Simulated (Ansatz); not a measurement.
Input and output of a self-consistent single point for LaBi (I4mm, 2 atoms in the cell) (Ansatz, a first-principles code).

Computed with PBEsol, default PAW files made with PBE (plane waves; Ansatz).

The change in words: lattice scaled by 0.98; kpoints.mp_grid.grid: 9 9 9 → 20 20 20. Reference geometry:
```
LaBi
1.0
    0.00000     3.34826     3.34826
    3.34826     0.00000     3.34826
    3.34826     3.34826     0.00000
La Bi
1 1
Direct
  0.50747   0.50747   0.49253
  0.00000   0.00000   0.00000
```

Reference input (self-consistent single point, DFT, PBEsol, plane waves, default PAW files made with PBE): basis.ecutwfc = 30.9 Ry; kpoints.mp_grid.grid = 9 9 9; hamiltonian.xc = pbesol; hamiltonian.pseudopotentials = {kind: paw} (the program's default PAW files); scf.occupations.method = gaussian; scf.occupations.width = 0.0073 Ry. This run's input differs from it in these lines:

Ansatz 0.2 input:
```diff
@@ -3,5 +3,5 @@
   lattice:
-    - [0.000000, 3.348258, 3.348258]
-    - [3.348258, 0.000000, 3.348258]
-    - [3.348258, 3.348258, 0.000000]
+    - [0.000000, 3.281293, 3.281293]
+    - [3.281293, 0.000000, 3.281293]
+    - [3.281293, 3.281293, 0.000000]
   atoms:
@@ -12,3 +12,3 @@
 kpoints:
-  mp_grid: { grid: [9, 9, 9] }
+  mp_grid: { grid: [20, 20, 20] }
 hamiltonian:
```

The program printed (abridged):

```
SCF iter   1: F=—  HF=-18405.398940 eV  |F-HF|=—  |Δ(HF+E_count)|=         —  Δρ=1.81e-3  dr2=3.80e-3  ethr=1.77e-3  ⟨swp⟩=4.1  Hψ=45621  notcnv=0
all-band conjugate gradients solve this SCF's bands
preconditioner: auto → Kerker (q_TF=auto, 2.310 Å⁻¹)
SCF iter   2: F=—  HF=-18405.398803 eV  |F-HF|=—  |Δ(HF+E_count)|=   1.37e-4  Δρ=1.09e-3  dr2=1.38e-3  ethr=1.46e-5  ⟨swp⟩=2.0  Hψ=26222  notcnv=0
SCF iter   3: F=—  HF=-18405.398556 eV  |F-HF|=—  |Δ(HF+E_count)|=   2.47e-4  Δρ=3.26e-4  dr2=1.34e-4  ethr=5.30e-6  ⟨swp⟩=3.0  Hψ=19362  notcnv=0
SCF iter   4: F=—  HF=-18405.398528 eV  |F-HF|=—  |Δ(HF+E_count)|=   2.80e-5  Δρ=1.11e-4  dr2=1.44e-5  ethr=5.16e-7  ⟨swp⟩=3.0  Hψ=19327  notcnv=0
SCF iter   5: F=—  HF=-18405.398523 eV  |F-HF|=—  |Δ(HF+E_count)|=   5.25e-6  Δρ=3.65e-5  dr2=1.08e-6  ethr=5.55e-8  ⟨swp⟩=2.7  Hψ=16938  notcnv=0
SCF iter   6: F=-18405.398523 eV  HF=-18405.398523 eV  |F-HF|=2.89e-8  |Δ(HF+E_count)|=   5.12e-7  Δρ=8.88e-6  dr2=5.94e-8  ethr=3.85e-10  ⟨swp⟩=5.6  Hψ=64947  notcnv=0
SCF 1 converged in 6 iterations: F = -18405.398523 eV  dr2 = 5.94e-8
Free energy (F): -18405.398523 eV
Internal energy: -18405.397146 eV  (E = F + TS)
E sigma→0 (E₀):  -18405.397835 eV
Entropy (-TS):   -0.001378 eV (-0.689 meV/atom)
Fermi energy:    10.188129 eV
--- Forces (eV/Å), atoms counted from 1 ---
  atom   1  La     0.00000000     0.00000000    -0.17714558
  atom   2  Bi     0.00000000     0.00000000     0.17714539
--- Stress (GPa, compression-positive) ---
       -0.151931       0.000000       0.000000
        0.000000      -0.151931       0.000000
        0.000000       0.000000      -0.009684
  P = ⅓ Tr σ = -0.1045 GPa (-1.045 kbar)
  The stress holds the Pulay correction. Without it, at fixed plane waves, as pw.x and ABINIT print it: P = -0.1169 GPa
```

The run converged in 6 iterations. Against the reference run the free energy goes down by 21.7 meV/atom, the pressure goes from -2.87 to -0.10 GPa and the largest force goes from 0.141 to 0.177 eV/Å.

The starting cell comes from a database of computed structures (which also holds hypothetical and non-ambient phases and stackings), without a prior relaxation at this level. Its lattice was rescaled by up to half a per cent. One atom was moved a little off its site on purpose. For this run, on top of that: lattice scaled by 0.98. Ansatz's pressure includes its estimate of the finite-basis (Pulay) stress.

Cost on one core of a shared machine: roughly 80 s.
